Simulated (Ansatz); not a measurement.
The structure below was relaxed with PBEsol in Ansatz (plane waves to 420 eV, PAW, spin-orbit coupling left out).

```yaml
crystal:
  lattice:
    - [3.66688, 0.00000, 0.00000]
    - [0.00000, 3.67447, 0.00000]
    - [0.00000, 0.00000, 8.42833]
  atoms:
    - { symbol: N, position: [0.00000, 0.00000, 0.00475] }
    - { symbol: N, position: [0.00000, 0.00000, 0.44771] }
    - { symbol: Cu, position: [0.00000, 0.50000, 0.98116] }
    - { symbol: Cu, position: [0.00000, 0.50000, 0.54951] }
    - { symbol: Cu, position: [0.00000, 0.00000, 0.75960] }
    - { symbol: Zn, position: [0.00000, 0.00000, 0.23038] }
    - { symbol: Cu, position: [0.50000, 0.00000, 0.96606] }
    - { symbol: Zn, position: [0.50000, 0.00000, 0.56081] }
```

Task: Find the space group and the Wyckoff positions.

Result: Space group Pmm2 (No. 25); a = 3.6669 Å, b = 3.6745 Å, c = 8.4283 Å, α = 90.00°, β = 90.00°, γ = 90.00°

| atom | site | symmetry | x | y | z |
|---|---|---|---|---|---|
| N | 1a | mm2 | 0.0000 | 0.0000 | 0.0048 |
| N | 1a | mm2 | 0.0000 | 0.0000 | 0.4477 |
| Cu | 1b | mm2 | 0.0000 | 0.5000 | 0.9812 |
| Cu | 1b | mm2 | 0.0000 | 0.5000 | 0.5495 |
| Cu | 1a | mm2 | 0.0000 | 0.0000 | 0.7596 |
| Zn | 1a | mm2 | 0.0000 | 0.0000 | 0.2304 |
| Cu | 1c | mm2 | 0.5000 | 0.0000 | 0.9661 |
| Zn | 1c | mm2 | 0.5000 | 0.0000 | 0.5608 |

Task: Describe the coordination.

Result: The crystal has 8 atoms in its conventional cell. Lattice parameters: a = 3.6669 Å, b = 3.6745 Å, c = 8.4283 Å, α = β = γ = 90.00°. N1 has 4 Cu at 1.848–1.862 Å and 1 Cu at 2.066 Å and 1 Zn at 1.902 Å. N2 has 1 Zn at 1.832 Å and 2 Zn at 2.066 Å and 2 Cu at 2.028 Å and 1 Cu at 2.629 Å. Cu1 is surrounded by 2 N at 1.848 Å and 6 Cu at 2.599–2.620 Å. Cu2 is coordinated by 2 N at 2.028 Å and 2 Cu at 2.552 Å and 4 Zn at 2.597 Å. Cu3 has 1 N at 2.066 Å and 1 N at 2.629 Å and 2 Zn at 2.484 Å and 6 Cu at 2.528–2.620 Å. Zn1 is coordinated by 2 N at 1.832–1.902 Å (linear). Cu4 has 2 N at 1.862 Å and 6 Cu at 2.528–2.599 Å. Zn2 has 2 N at 2.066 Å and 6 Cu at 2.484–2.597 Å. (Neighbours: up to the widest gap in distance over summed covalent radii, below 1.35, at either atom; cation-cation and far metal-metal contacts left out.)

These are small ordered cells, not random alloys; other orderings at the same x differ. Whether these cells are dynamically stable was not tested. All final runs are without spin polarisation. The cell was made from Cu3N by this change: x(Zn) = 0.333, 8 atoms, Pmm2.

Ansatz is a first-principles code.
